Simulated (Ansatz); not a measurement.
The starting structures come from a database of crystals and need not be the phases stable at ambient conditions.

By PBEsol, the system below comes out a metal.

Input:

```xyz
2
Lattice="2.7246 0.0000 0.0000 0.0000 12.7334 0.0000 1.3623 4.2445 0.7865" Properties=species:S:1:pos:R:3 pbc="T T T"
Cu     0.0000     0.0000     0.0000
Pt     0.0000     6.3667     0.0000
```

The cell is taken as given; by PBEsol it stands under a pressure of -4.0 GPa.

The current flows along the normal of the first two printed cell vectors, the (100) plane of the conventional cell. No spin-orbit coupling; the value is a mean over 0.1 eV about the Fermi level.

Problem. State the ballistic conductance per area according to Ansatz (a quantum-chemistry and plane-wave program) with PBEsol.

Solution. 0.98 × 10¹⁵ S/m² for both spins.
